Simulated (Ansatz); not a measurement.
The parent structure is PbF2 in the fluorite structure (space group Fm-3m, No. 225; a = 5.8987 Å). Axes: x, y, z lie along the cube axes.

Calculations: PBEsol (Ansatz, an electronic-structure program), scalar-relativistic without spin-orbit coupling.

Before the change:

* **Band gap**: 4.31 eV
* **Shortest interatomic distance**: 2.554 Å

The change: the cell is compressed by 1.50 % along z with no lateral relaxation; the atoms relax in the strained cell.

Q: What does the calculation give for the band gap after the change?

A: The band gap shrinks by 0.07 eV (4.31 eV → 4.24 eV).

Q: What happens to the shortest interatomic distance?

A: The shortest interatomic distance decreases by 0.013 Å, from 2.554 Å to 2.541 Å.

Q: Predict the new stress.

A: The stress (xx, yy, zz, yz, xz, xy; compression positive) is (0.91, 0.91, 1.72, 0.00, 0.00, 0.00) GPa.

Q: How does this affect the energy relative to the base?

A: The energy increases by 1.4 meV/atom.

With Pb present, leaving out spin-orbit coupling can change the band edges. Whether these cells are dynamically stable was not tested.
